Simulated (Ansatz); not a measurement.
Cell and atoms of amorphous Ta14Zr6O47:

```xyz
67
Lattice="9.4636 -0.2372 0.0714 -0.2372 9.6476 -0.0309 0.0714 -0.0309 9.6738" Properties=species:S:1:pos:R:3 pbc="T T T"
Ta     5.5326     4.1239     6.5138
Ta     3.8133     3.4337     0.2314
Ta     3.9937     0.2888     8.1250
Ta     5.9287     8.7626     3.5241
Ta     6.8260     1.4726     0.9068
Ta     4.0158     4.4226     3.3009
Ta     0.5983     9.1850     6.9146
Ta     3.2325     0.7813     2.2914
Ta     7.6854     6.9088     6.2603
Ta     9.1712     9.3862     0.9753
Ta     4.3240     7.0919     0.6636
Ta     0.5878     4.6684     4.6361
Ta     2.4630     2.2249     5.6664
Ta     6.8826     0.7549     6.9323
Zr     9.0997     0.6650     4.0521
Zr     3.3010     7.0192     5.5813
Zr     8.3872     6.4790     2.9694
Zr     0.4025     2.9597     8.4825
Zr     0.7965     6.7262     9.2235
Zr     7.0737     4.6204     9.6123
O      9.1960     4.7487     9.1046
O      5.5771     0.6467     2.3016
O      9.2603     7.0716     7.4843
O      8.2737     1.4195     2.1057
O     -0.0106     7.5615     1.2224
O      8.8616     0.7141     7.3715
O      0.6465     5.5169     2.9754
O      1.6345     5.9618     5.6516
O      5.8537     6.3044     9.4654
O      9.0819     8.2277     5.4172
O      5.9157     0.9941     8.6690
O     -0.0273     2.8671     4.1793
O      2.6738     6.4769     9.5705
O      8.4402     5.3992     4.9762
O      3.5355     6.1321     3.7035
O      6.8055     2.6083     6.4932
O      2.5385     3.7745     4.3756
O      3.6179     1.4048     0.1840
O      7.4531     5.3131     1.7734
O      1.2369     0.7119     5.3248
O      5.8638     3.1501     1.1150
O      4.0980     5.0809     1.3859
O      1.2971     0.5263     2.4759
O      3.2595     8.6655     1.7176
O      1.0576     3.3564     6.4748
O      4.5365     5.8003     6.4436
O      2.4565     8.4541     6.8963
O      7.4590     9.4097     0.2197
O      8.1148     8.6800     2.8121
O      6.8577     7.1802     4.4595
O      7.1939     0.4221     4.8736
O      2.2594     3.7232     9.1324
O      4.4388     8.4573     4.5137
O      4.0273     2.8752     6.5064
O      4.2873     8.3804     8.9114
O      6.7678     8.3493     6.9747
O      3.3692     1.2393     4.1297
O      7.0351     5.2860     7.2100
O      0.7759     8.8886     8.9683
O      3.3742     2.8552     2.1138
O      2.2677     1.1865     7.4873
O      5.5753     7.5428     2.1232
O      5.1717     3.9028     8.5232
O      7.8829     2.6252     9.2640
O      0.6190     1.6084     0.1510
O      5.4378     4.1166     4.4860
O      4.9674     0.3806     6.5334
```

Method: PBE, scalar-relativistic without spin-orbit coupling (plane waves to 420 eV, PAW; Ansatz, an electronic-structure program).

It comes from a melt-quench run on a machine-learned potential (CHGNet), relaxed afterwards by DFT. O atoms were pushed apart under 1.9 Å during the dynamics, to hinder bonds among them. The hot cell started wider than the set density and was brought back towards it in steps. It is the lowest in DFT energy of 2 quenches. It is a model cell: composition and starting density were chosen by hand, and all elements were melted together. No dispersion term was used. Its density started from a set value of 7.28 and ended at 7.21 g/cm³. The quench (nominally 360 K/ps over its main leg) was far faster than any real one, so the model tends to hold more defects than a real film. One small periodic cell is one sample of the glass; other quenches scatter about these values. Volume and shape were free in the relaxation.

Bonds are counted up to Ta-Ta 3.12 Å, Ta-Zr 3.27 Å, Ta-O 2.50 Å, Zr-Zr 3.41 Å, Zr-O 2.88 Å, O-O 1.58 Å. Two cations that share two anions don't count as bonded, nor two that share one unless they lie closer than Ta-Ta 3.04 Å, Ta-Zr 3.18 Å, Zr-Zr 3.32 Å.

Give the coordination numbers, mean bond lengths and angles.


* **Mean coordination of Ta by anions**: 6.07 (1 with 5, 11 with 6, 2 with 7)
* **Mean coordination of Zr by anions**: 6.17 (2 with 5, 1 with 6, 3 with 7)
* **Mean coordination of O**: 2.60 (21 with 2, 24 with 3, 2 with 4)
* **Mean Ta-O bond**: 2.027 Å (spread 0.123 Å, 85 counted)
* **Mean Zr-O bond**: 2.166 Å (spread 0.178 Å, 37 counted)
* **Bond angle at Ta**: mean 103.6°, spread 29.4°
* **Bond angle at Zr**: mean 101.9°, spread 28.0°
* **Bond angle at O**: mean 121.2°, spread 18.1°

List the pairs of like atoms that count as bonded by the rules above.

There are none by these rules.
